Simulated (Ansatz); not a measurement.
**A self-consistent single point of MoPt2 (Immm, 3 atoms in the cell) with Ansatz (a first-principles code)**

Computed with LDA (PW92), default PAW files made with PBE (plane waves; Ansatz).

Input as run:

Ansatz 0.2 input:
```yaml
crystal:
  lattice:
    - [-1.385644, 1.991980, 4.177267]
    - [1.385644, -1.991980, 4.177267]
    - [1.385644, 1.991980, -4.177267]
  atoms:
    - { symbol: Mo, position: [0.000000, 0.000000, 0.000000] }
    - { symbol: Pt, position: [0.663340, 0.663340, 0.000000] }
    - { symbol: Pt, position: [0.336660, 0.336660, 0.000000] }
basis:
  ecutwfc: 420.0 eV
kpoints:
  mp_grid:
    grid: [12, 12, 12]
hamiltonian:
  xc: lda
  pseudopotentials:
    kind: paw
scf:
  occupations:
    method: gaussian
    width: 0.1 eV
output:
  forces: true
  eigenvalues: true
  stress: true
```

Log, with long lists cut:

```
WARN ansatz: RAYON_NUM_THREADS=1 ignored (pool sized by the plan → 1); use --threads N
basis.fft_grid_basis auto: the FFT boxes are laid along the combinations [[1, 0, 1], [0, 1, 1], [0, 0, 1]] of the cell's own vectors, 3.984, 2.771 and 4.831 Å …
Pseudopotentials: kind: paw
Pseudopotential: Mo, paw, valence charge 14
Pseudopotential: Pt, paw, valence charge 18
Crystal: 3 atoms, lattice volume = 46.120 Å³
Basis set: ecut = 420 eV, 891 PW (Γ), FFT grids on a1+a3, a2+a3, a3
Bands: 30, of which v1, the nominal top of the filled ones, is band 25 counted from 1 (24 counted from 0)
Symmetry: 8 space group operations
Space group: Immm (ITA 71), of the structure as read, at distance tolerance 3.6e-5 Å
k-points: 280 of 1728
PAW frozen core: Mo, regenerated for the run's functional, and the local potential with it
PAW frozen core: Pt, regenerated for the run's functional, and the local potential with it
Initial density: superposition of atomic densities (neutral atoms: chi_scale 0, normalization atom), corrected by the library's trained network
Initial wavefunctions: pseudopotential atomic-orbital guess
Eigensolver: davidson
Functional: x = slater, c = lda
SCF iter   1: F=—  HF=-29333.972597 eV  |F-HF|=—  |Δ(HF+E_count)|=         —  Δρ=7.73e-3  dr2=9.10e-3  ethr=1.77e-3  ⟨swp⟩=5.3  Hψ=30325  notcnv=0
all-band conjugate gradients solve this SCF's bands
preconditioner: auto → Kerker (q_TF=auto, 2.765 Å⁻¹)
SCF iter   2: F=—  HF=-29333.972980 eV  |F-HF|=—  |Δ(HF+E_count)|=   3.83e-4  Δρ=4.20e-3  dr2=2.55e-3  ethr=1.82e-5  ⟨swp⟩=1.8  Hψ=12635  notcnv=0
SCF iter   3: F=—  HF=-29333.972455 eV  |F-HF|=—  |Δ(HF+E_count)|=   5.25e-4  Δρ=3.16e-4  dr2=3.84e-5  ethr=5.10e-6  ⟨swp⟩=2.2  Hψ=12249  notcnv=0
SCF iter   4: F=—  HF=-29333.972451 eV  |F-HF|=—  |Δ(HF+E_count)|=   4.23e-6  Δρ=8.74e-5  dr2=3.36e-6  ethr=7.68e-8  ⟨swp⟩=2.2  Hψ=13364  notcnv=0
SCF iter   5: F=—  HF=-29333.972450 eV  |F-HF|=—  |Δ(HF+E_count)|=   7.82e-7  Δρ=1.88e-5  dr2=1.91e-7  ethr=6.71e-9  ⟨swp⟩=2.1  Hψ=10994  notcnv=0
SCF iter   6: F=-29333.972450 eV  HF=-29333.972450 eV  |F-HF|=4.06e-9  |Δ(HF+E_count)|=   4.91e-8  Δρ=4.43e-6  dr2=9.25e-9  ethr=2.00e-10  ⟨swp⟩=5.3  Hψ=28672  notcnv=0
SCF 1 converged in 6 iterations: F = -29333.972450 eV  dr2 = 9.25e-9
SCF converged after 6 iterations
Free energy (F): -29333.972450 eV
Harris-Foulkes:  -29333.972450 eV  (|F-HF|=4.06e-9)
Internal energy: -29333.962697 eV  (E = F + TS)
E sigma→0 (E₀):  -29333.967574 eV
Entropy (-TS):   -0.009753 eV (-3.251 meV/atom)
Fermi energy:    22.309321 eV
--- Per-component energies (eV) ---
  E_band       = -350.511608
  E_kinetic    = 1715.721860
  E_local      = -3844.434975  (includes V_loc(G=0)·N_el)
  E_nonlocal   = 558.258885
  E_hartree    = 1395.582864
  E_xc         = -703.797875
  E_vxc        = -834.892057  (∫ρ·V_xc dr)
  E_paw        = -21443.660139  (= ΣΔE_a)
  E_vpaw       = -736.330757  (= ΣTr[D̂ρ^β])
  E_aug_tail   = 0.000386  (compensation charges beyond the density's cutoff)
  E_ewald      = -7013.034259
  E_core_change = 1.400555  (= ΣΔE_core)
  E_smearing   = -0.009753  (= −TS)
  E_closure    = 0.000000  (closes the sum)
  Σ components = -29333.972450   (vs F -29333.972450, Δ=0.00e0)
--- Forces (eV/Å), atoms counted from 1 ---
  atom   1  Mo     0.00000000     0.00000000     0.00000000
  atom   2  Pt     0.00000000     0.00000000    -0.07419117
  atom   3  Pt     0.00000000     0.00000000     0.07419117
  max |Σ_I F_I| component: 1.39e-17 eV/Å
--- Stress (GPa, compression-positive) ---
      -13.173211       0.000000       0.000000
        0.000000     -15.450326       0.000000
        0.000000       0.000000     -14.663045
  P = ⅓ Tr σ = -14.4289 GPa (-144.289 kbar)
  The stress holds the Pulay correction. Without it, at fixed plane waves, as pw.x and ABINIT print it: P = -14.4660 GPa
--- Band table (eV; the first three rows and the last of 280) ---
  k-point 0: bands = ["-76.6443", "-76.6207", "-39.0541", "-30.8896", "-30.8411", "-30.6758", "-30.6645", "-30.6046", "-30.5480", "-13.2238", "-13.1711", "-12.6524", "12.6705", "16.2450", "17.0295", "17.4903", "17.7187", "18.2268", "18.5114", [...]
  k-point 1: bands = ["-76.6430", "-76.6205", "-39.0480", "-30.8882", "-30.8362", "-30.6781", "-30.6675", "-30.6147", "-30.5666", "-13.2170", "-13.1669", "-12.7098", "12.9486", "16.4268", "17.1707", "17.4505", "17.5776", "18.2133", "18.3187", [...]
  k-point 2: bands = ["-76.6395", "-76.6200", "-39.0311", "-30.8835", "-30.8224", "-30.6879", "-30.6866", "-30.6313", "-30.6147", "-13.1992", "-13.1544", "-12.8643", "13.7075", "16.9018", "17.1510", "17.2390", "17.4548", "18.1764", "18.1890", [...]
  k-point 279: bands = ["-76.6373", "-76.6277", "-39.0557", "-30.8574", "-30.8096", "-30.7412", "-30.6594", "-30.6174", "-30.5353", "-13.2343", "-13.1682", "-12.6514", "14.6899", "15.1436", "15.7501", "16.2001", "17.3086", "18.4378", "18.5652", [...]
```

The run converged in 6 iterations.

The starting cell comes from a database of computed structures (which also holds hypothetical and non-ambient phases and stackings), without a prior relaxation at this level. Its lattice was rescaled by up to half a per cent. Spin-orbit coupling is off. Spin polarisation is off. With a pressure of about -14 GPa the cell is away from its equilibrium volume at this level. Ansatz's pressure includes its estimate of the finite-basis (Pulay) stress.
